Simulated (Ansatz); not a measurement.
Consider Mo in the bcc (W type) structure (space group Im-3m, No. 229; a = 3.1296 Å). Axes: x, y, z lie along the cube axes.

The values are results of Ansatz (a first-principles code) PBEsol, no spin-orbit coupling, not measurements.

Strains are applied to the cell and any free atomic positions relax; under biaxial strain the out-of-plane vector relaxes too; under stress the whole cell relaxes.

One change was made to it. Results:

The energy increases by 0.5 meV/atom; the volume per atom drops by 0.04 Å³ (15.33 Å³ → 15.29 Å³); the band gap remains zero.

**Question.** Name the change that was made.
A. uniaxial stress, 2 GPa compression along z
B. biaxial strain +3.06 %, plane normal [110], relaxed out of plane
C. uniaxial stress, 5 GPa tension along x

**Answer.** A, uniaxial stress, 2 GPa compression along z. For comparison, the energy relative to the base in the other runs: biaxial strain +3.06 %, plane normal [110], relaxed out of plane gives +37 meV/atom; uniaxial stress, 5 GPa tension along x gives +3.2 meV/atom.

Without a gap, meshes like the base's 21×21×21 leave anisotropic stresses uncertain by several tenths of a GPa, and small strain energies with them. Beyond what the load breaks, stability against distortions was not tested. The final runs are not spin-polarised.
